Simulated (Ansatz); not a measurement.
Consider Ga vacancy in beta Ga2O3 with all lengths changed by -1 %, charge state -3. All values below come from PBE, PAW (plane waves to 420 eV; Ansatz, an electronic-structure program).

120-site cell at the strained lattice (strain from the relaxed PBE one, atoms relaxed), the Γ point alone, smearing 0.01 eV, spin-restricted, no finite-size correction. No zero-point or tunnelling terms. The charge state is imposed; whether it is stable for some Fermi level was not computed. Forms of the defect that were not tried may lie lower. The start lies 0.35 eV above the lowest site run (PBE).

Barriers: single points on a 2×2×2 k-point mesh shifted by half a step at the bands' geometries.

Relaxed starting cell (atoms counted from 1):

```xyz
119
Lattice="12.3304 0.0000 0.0000 0.0000 9.1578 0.0000 -2.7549 0.0000 11.3062" Properties=species:S:1:pos:R:3 pbc="T T T"
Ga    -1.3662    -0.0014    10.1321
Ga    -0.0524     2.9499     4.4641
Ga    -1.3475     3.0470    10.1533
Ga    -0.0522     6.2041     4.4642
Ga    -1.3476     6.1077    10.1528
Ga     4.7729     1.5295     1.1664
Ga     3.3690     1.5166     6.8261
Ga     4.7705     4.5772     1.1550
Ga     3.3958     4.5768     6.8109
Ga     4.7729     7.6248     1.1663
Ga     3.3691     7.6370     6.8260
Ga     1.5292     1.4781     1.8254
Ga     0.1781     1.4654     7.2862
Ga     1.5148     4.5773     1.7994
Ga     0.1377     4.5768     7.3988
Ga     1.5292     7.6763     1.8252
Ga     0.1786     7.6876     7.2870
Ga     3.1288    -0.0019     3.9171
Ga     1.8345    -0.0017     9.5257
Ga     3.2616     3.0517     3.8676
Ga     1.8550     3.0472     9.5123
Ga     3.2618     6.1023     3.8674
Ga     1.8553     6.1070     9.5124
O      1.9415    -0.0016     0.5606
O      0.6895    -0.0025     6.3134
O      1.8848     3.0457     0.6258
O      0.5199     3.0624     6.2465
O      1.8847     6.1089     0.6255
O      0.5201     6.0911     6.2464
O      2.9373     1.5538     5.0510
O      1.5249     1.5330    10.7031
O      2.9375     4.5770     5.0365
O      1.5183     4.5772    10.6887
O      2.9379     7.6002     5.0509
O      1.5248     7.6213    10.7029
O      1.4354    -0.0018     3.0710
O     -0.0203    -0.0015     8.8618
O      1.3617     3.0629     3.1928
O     -0.0246     3.0650     8.8307
O      1.3618     6.0912     3.1927
O     -0.0245     6.0897     8.8303
O      3.4706     1.5877     2.4759
O      2.0730     1.5583     8.1643
O      3.4401     4.5771     2.4648
O      2.0521     4.5770     8.1139
O      3.4707     7.5666     2.4758
O      2.0734     7.5956     8.1644
O      5.7789    -0.0017     1.4379
O      4.3894    -0.0020     7.1219
O      5.7861     3.0583     1.4284
O      4.3902     3.0462     7.1189
O      5.7862     6.0961     1.4283
O      4.3903     6.1074     7.1188
O     -1.0803     1.5345     4.1753
O     -2.3719     1.5329     9.8448
O     -0.9878     4.5770     4.2279
O     -2.3661     4.5773     9.8695
O     -1.0802     7.6195     4.1756
O     -2.3719     7.6218     9.8446
Ga     6.1700     1.5113     4.4806
Ga     4.7809     1.5242    10.1425
Ga     6.2129     4.5771     4.4971
Ga     4.7960     4.5770    10.1430
Ga     6.1700     7.6430     4.4804
Ga     4.7812     7.6299    10.1424
Ga    10.9571    -0.0017     1.2414
Ga     9.5781    -0.0018     6.7647
Ga    10.9266     3.0481     1.1735
Ga     9.5441     3.0473     6.7890
Ga    10.9264     6.1065     1.1731
Ga     9.5442     6.1072     6.7889
Ga     7.7012    -0.0019     1.7801
Ga     6.3216    -0.0018     7.4261
Ga     7.6986     3.0540     1.7770
Ga     6.3097     3.0465     7.4310
Ga     7.6987     6.1003     1.7771
Ga     6.3098     6.1075     7.4307
Ga     9.4572     1.5161     3.9161
Ga     8.0470     1.5143     9.5549
Ga     9.4480     4.5772     3.8843
Ga     8.0513     4.5771     9.5339
Ga     9.4573     7.6384     3.9160
Ga     8.0470     7.6400     9.5544
O      8.0468     1.5266     0.6006
O      6.6511     1.5245     6.2692
O      8.0528     4.5771     0.5966
O      6.6572     4.5769     6.2848
O      8.0471     7.6276     0.6006
O      6.6509     7.6297     6.2690
O      8.9104    -0.0017     5.0552
O      7.6911    -0.0018    10.7293
O      8.9417     3.0815     5.0513
O      7.6662     3.0558    10.6945
O      8.9417     6.0728     5.0512
O      7.6661     6.0986    10.6941
O      7.5186     1.5291     3.1756
O      6.1431     1.5190     8.8480
O      7.5154     4.5771     3.1646
O      6.1431     4.5770     8.8406
O      7.5187     7.6251     3.1756
O      6.1432     7.6351     8.8478
O      9.5477    -0.0019     2.4505
O      8.2163    -0.0018     8.1184
O      9.5589     3.0848     2.4387
O      8.2031     3.0502     8.1227
O      9.5589     6.0692     2.4386
O      8.2031     6.1040     8.1223
O     11.9492     1.5370     1.3831
O     10.5447     1.5299     7.1072
O     11.9277     4.5774     1.4366
O     10.5345     4.5771     7.1031
O     11.9491     7.6174     1.3834
O     10.5450     7.6244     7.1070
O      5.1442    -0.0017     4.2055
O      3.7811    -0.0019     9.8615
O      5.2007     3.0604     4.2116
O      3.7938     3.0565     9.8582
O      5.2009     6.0937     4.2116
O      3.7939     6.0976     9.8583
```
Cell charge -3.

End state 1 differs by these moves (Å; atoms that move under 0.08 Å are left out):

```json
[
 {"atom": "2", "element": "Ga", "Δx": "0.00", "Δy": "-2.85", "Δz": "0.00"},
 {"atom": "4", "element": "Ga", "Δx": "0.00", "Δy": "-0.20", "Δz": "0.00"},
 {"atom": "12", "element": "Ga", "Δx": "0.00", "Δy": "0.09", "Δz": "0.00"},
 {"atom": "13", "element": "Ga", "Δx": "0.00", "Δy": "0.12", "Δz": "0.00"},
 {"atom": "15", "element": "Ga", "Δx": "0.04", "Δy": "-0.06", "Δz": "-0.11"},
 {"atom": "17", "element": "Ga", "Δx": "-0.04", "Δy": "-0.06", "Δz": "0.11"},
 {"atom": "18", "element": "Ga", "Δx": "0.13", "Δy": "0.00", "Δz": "-0.05"},
 {"atom": "20", "element": "Ga", "Δx": "-0.13", "Δy": "0.00", "Δz": "0.05"},
 {"atom": "24", "element": "O", "Δx": "-0.06", "Δy": "0.01", "Δz": "0.06"},
 {"atom": "25", "element": "O", "Δx": "-0.17", "Δy": "-0.01", "Δz": "-0.07"},
 {"atom": "26", "element": "O", "Δx": "0.06", "Δy": "0.01", "Δz": "-0.07"},
 {"atom": "27", "element": "O", "Δx": "0.17", "Δy": "-0.01", "Δz": "0.07"},
 {"atom": "36", "element": "O", "Δx": "-0.07", "Δy": "-0.01", "Δz": "0.12"},
 {"atom": "38", "element": "O", "Δx": "0.07", "Δy": "-0.01", "Δz": "-0.12"},
 {"atom": "42", "element": "O", "Δx": "0.00", "Δy": "-0.13", "Δz": "0.00"},
 {"atom": "56", "element": "O", "Δx": "-0.09", "Δy": "0.01", "Δz": "-0.05"},
 {"atom": "58", "element": "O", "Δx": "0.09", "Δy": "0.01", "Δz": "0.05"}
]
```

Question: What forward and backward barriers to end state 1 does PBE, PAW give?

Answer: forward 1.11 eV, backward 1.11 eV; at the saddle point atom 2 has neighbours O at 1.78, O at 2.03, O at 2.05, O at 2.21, O at 2.23, O at 2.29 Å. The saddle point's order was not checked.
